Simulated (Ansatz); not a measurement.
Results of r²SCAN+rVV10 (plane waves, PAW; Ansatz, an electronic-structure program) for CuI (model structure, within 0.1 Å of P6₄22, No. 181, 6 atoms in the cell).

Run with plane-wave cutoff 560 eV, 12×12×4 k mesh (along the axes of the cell as run), Fermi–Dirac smearing 0.01 eV, no spin polarisation, scalar-relativistic PAW data made under PBE.

Cell (relaxed at this level):

```cif
data_Cu3I3
_chemical_formula_sum 'Cu3 I3'
_space_group_name_H-M_alt 'P6422'
_space_group_IT_number 181
_space_group_name_Hall 'P 64 2 (0 0 2)'
_cell_length_a 4.18142
_cell_length_b 4.18142
_cell_length_c 9.70728
_cell_angle_alpha 90.000
_cell_angle_beta 90.000
_cell_angle_gamma 120.000
loop_
_atom_site_label
_atom_site_type_symbol
_atom_site_symmetry_multiplicity
_atom_site_Wyckoff_symbol
_atom_site_fract_x
_atom_site_fract_y
_atom_site_fract_z
_atom_site_occupancy
Cu1 Cu 3 d 0.50000 0.00000 0.50000 1
I1 I 3 c 0.50000 0.00000 0.00000 1
```

Problem. Estimate the band gap that the calculation returns.

Solution. 
band gap: 1.17 eV (on the SCF k mesh)

Spin–orbit coupling is not included; with these elements it can move the gap by several tenths of an eV or more.

The computed numbers hold no vibrational or temperature effects.

A model structure was made by putting elements into a prototype or built by hand; it is no filed structure, need not be a known phase, and can be a saddle point held by its symmetry.
